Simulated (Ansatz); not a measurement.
An Ansatz (a first-principles code) run: CsSnI3 with a change (pressure 10 GPa); Kohn–Sham DFT with the PBE functional, run in Ansatz with PAW and 420 eV plane waves, scalar-relativistic without spin-orbit coupling, earlier PAW set.

Input:

Ansatz 0.2 input:
```yaml
crystal:
  lattice:
    - [5.7546493043, 0, 0]
    - [0, 5.7546493043, 0]
    - [0, 0, 5.7546493043]
  atoms:
    - { symbol: Cs, position: [0, 0, 0] }
    - { symbol: Sn, position: [0.5, 0.5, 0.5] }
    - { symbol: I, position: [0, 0.5, 0.5] }
    - { symbol: I, position: [0.5, 0.5, 0] }
    - { symbol: I, position: [0.5, 0, 0.5] }
basis: { ecutwfc: 420, ecutrho_ratio: 4, xc_grid: 2, fft_grid_basis: typed }
kpoints: { mp_grid: { grid: [6, 6, 6] } }
hamiltonian:
  xc: pbe
  dispersion: none
  pseudopotentials: { azcp: { folder: ./paw }, kind: paw }
scf: { occupations: { method: fermi_dirac, width: 0.05 } }
relax: { f_tol: 0.01, max_steps: 60, cell: { stress_tol: 0.02, p_target: 10 } }
output: { forces: true, stress: true }
checkpoint: { write: state.ck, write_every: 1000 }
```

Output (explanatory and most iteration lines left out):

```
Relaxation: its limit of steps is 60 (relax.max_steps)
Pseudopotential: Cs, paw, valence charge 9
Pseudopotential: Sn, paw, valence charge 14
Pseudopotential: I, paw, valence charge 17
Crystal: 5 atoms, lattice volume = 190.571 Å³
Basis set: ecut = 420 eV, 3743 PW (Γ), exchange–correlation on 80×80×80 points (8 copies of the dense FFT grid, shifted against one another)
Bands: 45, of which v1, the nominal top of the filled ones, is band 37 counted from 1 (36 counted from 0)
Symmetry: 48 space group operations
Space group: Pm-3m (ITA 221), of the structure as read, at distance tolerance 5.8e-5 Å
k-points: 20 of 216
Functional: x = pbe(κ = 0.804, μ = 0.2195149727645171), c = pbe(β = 0.06672455060314922)
SCF iter   1: F=—  HF=-34239.442557 eV  |F-HF|=—  |Δ(HF+E_count)|=         —  Δρ=2.81e-2  dr2=3.34e0  ethr=3.10e-3  ⟨swp⟩=10.9  Hψ=4435  notcnv=0  defer=4
SCF iter   2: F=—  HF=-34238.272754 eV  |F-HF|=—  |Δ(HF+E_count)|=    1.17e0  Δρ=1.17e-2  dr2=7.18e-1  ethr=3.10e-3  ⟨swp⟩=4.2  Hψ=1737  notcnv=0  defer=36
SCF 1 converged in 10 iterations: F = -34237.966534 eV  dr2 = 5.88e-8
relax step   1: F+E_penalty+E_count = -34237.96653382 eV  Δ(F+E_penalty+E_count) = +0.000e0 eV  max|allowed force component| = 3.539e-29 eV/Å  Δτ_max = 0.0000 Å  P = +7.501 GPa  Ω = 190.571 Å³  (10 SCF iters, dr2 threshold 1.00e-7 eV, accepted)
[... steps on the carried basis left out ...]
relax step   5: F+E_penalty+E_count = -34237.46316360 eV  Δ(F+E_penalty+E_count) = +5.828e-4 eV  max|allowed force component| = 1.596e-29 eV/Å  Δτ_max = 0.0000 Å  P = +10.000 GPa  Ω = 181.304 Å³  stress off target by 5.52e-5 GPa  SCF on the basis re-selected at this cell (its energy is not comparable with the rows above)  (6 SCF iters)
SCF converged after 6 iterations
Free energy (F): -34237.463164 eV
Internal energy: -34237.459785 eV  (E = F + TS)
E sigma→0 (E₀):  -34237.461474 eV
Entropy (-TS):   -0.003379 eV (-0.676 meV/atom)
Fermi energy:    9.097816 eV
--- Forces (eV/Å), atoms counted from 1 ---
  atom   1  Cs     0.00000000     0.00000000    -0.00000000
  atom   2  Sn     0.00000000    -0.00000000    -0.00000000
  atom   3  I      0.00000000     0.00000000    -0.00000000
  atom   4  I     -0.00000000     0.00000000     0.00000000
  atom   5  I      0.00000000     0.00000000     0.00000000
--- Stress (GPa, compression-positive) ---
       10.000055      -0.000000      -0.000000
       -0.000000      10.000055      -0.000000
       -0.000000      -0.000000      10.000055
  P = ⅓ Tr σ = 10.0001 GPa (100.001 kbar)
--- Relaxed structure (4 steps of the walk, 4 accepted, 1 SCFs on fresh bases) ---
  cell:  # Å, volume = 181.3040 Å³
    - [5.6598177866911135, 3.0493890786131237e-34, -2.0543252740130515e-33]
    - [3.0493890786131237e-34, 5.6598177866911135, -5.135813185032629e-34]
    - [-2.0543252740130515e-33, -5.135813185032629e-34, 5.6598177866911135]
  atoms:
    - { symbol: Cs, position: [-5.577895491714835e-37, -1.5164903365834068e-36, 6.972369363702808e-37] }
    - { symbol: Sn, position: [0.5, 0.5, 0.5] }
    - { symbol: I, position: [-1.7291476021989362e-35, 0.5, 0.5] }
    - { symbol: I, position: [0.5, 0.5, -1.3944738727359886e-36] }
    - { symbol: I, position: [0.5, 5.75220472601187e-37, 0.5] }
```

A case with no gap was solved on a k-mesh chosen for an insulator, which is coarse for it. With I present, leaving out spin-orbit coupling can change the band edges. Load acts through the strain it causes; cell and atoms are relaxed under it. Stability against distortions was not tested. Competing high-pressure phases were not computed. All final runs are without spin polarisation. The cell was made from CsSnI$_{3}$ in the cubic perovskite structure (space group Pm-3m, No. 221) by this change: pressure 10 GPa. Many cubic perovskites are stable only at high temperature; tilts and polar distortions were not tested.
